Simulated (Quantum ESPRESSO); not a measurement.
Worked example: self-consistent single point of Sn₂Bi₂O₇ (Fd-3m, 22 atoms in the cell) in Quantum ESPRESSO.

Level of theory: LDA (PW92), PseudoDojo standard norm-conserving (LDA) pseudopotentials (plane waves; Quantum ESPRESSO).

```
CELL_PARAMETERS angstrom
     -5.33492     0.00000     5.33492
      0.00000     5.33492     5.33492
     -5.33492     5.33492     0.00000
ATOMIC_POSITIONS crystal
  Sn 0.12500 0.12500 0.62500
  Sn 0.12500 0.62500 0.12500
  Sn 0.12500 0.12500 0.12500
  Sn 0.62500 0.12500 0.12500
  Bi 0.62500 0.62500 0.12500
  Bi 0.62500 0.12500 0.62500
  Bi 0.62500 0.62500 0.62500
  Bi 0.12500 0.62500 0.62500
  O  0.50000 0.50000 0.50000
  O  0.75000 0.75000 0.75000
  O  0.45648 0.04352 0.45648
  O  0.20648 0.79352 0.79352
  O  0.04352 0.45648 0.04352
  O  0.79352 0.20648 0.20648
  O  0.45648 0.45648 0.04352
  O  0.79352 0.20648 0.79352
  O  0.04352 0.04352 0.45648
  O  0.20648 0.79352 0.20648
  O  0.04352 0.45648 0.45648
  O  0.79352 0.79352 0.20648
  O  0.45648 0.04352 0.04352
  O  0.20648 0.20648 0.79352
```

Reference input (self-consistent single point, DFT, LDA (PW92), plane waves, PseudoDojo standard norm-conserving (LDA) pseudopotentials): ecutwfc = 85 Ry; occupations = smearing; smearing = fd; degauss = 0.000734986 Ry; potentials = {Sn: Sn.upf, Bi: Bi.upf, O: O.upf}; K_POINTS = automatic 3 3 3 0 0 0; conv_thr = 1e-10 Ry; mixing_beta = 0.7. This run's input differs from it in these lines:

```diff
@@ -14,3 +14,3 @@
   ntyp = 3
-  ecutwfc = 85
+  ecutwfc = 68
   occupations = 'smearing'
```

The program printed (abridged):

```
     Self-consistent Calculation

     iteration #  1     ecut=    68.00 Ry     beta= 0.70

---- Real-time Memory Report at c_bands before calling an iterative solver
           436 MiB given to the printing process from OS
           379 MiB allocation reported by mallinfo(arena+hblkhd)
------------------

     total energy              =   -1741.12891891 Ry
     estimated scf accuracy    <       6.52945284 Ry

     iteration #  2     ecut=    68.00 Ry     beta= 0.70

---- Real-time Memory Report at c_bands before calling an iterative solver
           554 MiB given to the printing process from OS
   [... lines left out ...]

---- Real-time Memory Report at c_bands before calling an iterative solver
           631 MiB given to the printing process from OS
           464 MiB allocation reported by mallinfo(arena+hblkhd)
------------------

     total energy              =   -1744.42067766 Ry
     estimated scf accuracy    <          3.1E-09 Ry

     iteration # 12     ecut=    68.00 Ry     beta= 0.70

---- Real-time Memory Report at c_bands before calling an iterative solver
           631 MiB given to the printing process from OS
           464 MiB allocation reported by mallinfo(arena+hblkhd)
------------------
     End of self-consistent calculation

     the Fermi energy is    10.6200 ev

!    total energy              =   -1744.42067766 Ry
     estimated scf accuracy    <          1.9E-11 Ry
     smearing contrib. (-TS)   =       0.00000000 Ry
     internal energy E=F+TS    =   -1744.42067766 Ry

     convergence has been achieved in  12 iterations

     Forces acting on atoms (cartesian axes, Ry/au):

     atom    1 type  1   force =    -0.00000000    0.00000000   -0.00000000
     atom    2 type  1   force =     0.00000000    0.00000000    0.00000000
     atom    3 type  1   force =    -0.00000000    0.00000000    0.00000000
     atom    4 type  1   force =    -0.00000000   -0.00000000    0.00000000
     atom    5 type  2   force =     0.00000000   -0.00000000    0.00000000
   [... lines left out ...]

     Total force =     0.006958     Total SCF correction =     0.000008

          total   stress  (Ry/bohr**3)                   (kbar)     P=      -82.84
  -0.00056314  -0.00000000  -0.00000000          -82.84       -0.00       -0.00
  -0.00000000  -0.00056314   0.00000000           -0.00      -82.84        0.00
  -0.00000000   0.00000000  -0.00056314           -0.00        0.00      -82.84

   JOB DONE.
```

The run converged in 12 iterations. Against the reference run the free energy goes up by 15.8 meV/atom, the pressure goes from -6.36 to -8.28 GPa, the largest force moves little (0.054 to 0.052 eV/Å) and the gap on the mesh hardly changes (2.684 to 2.683 eV).

The starting cell comes from a database of computed structures (which also holds hypothetical and non-ambient phases and stackings), without a prior relaxation at this level. Its lattice was rescaled by a random factor within 2.5 % of one. Spin-orbit coupling is off.

Cost on one core of a shared machine: roughly 9 min.
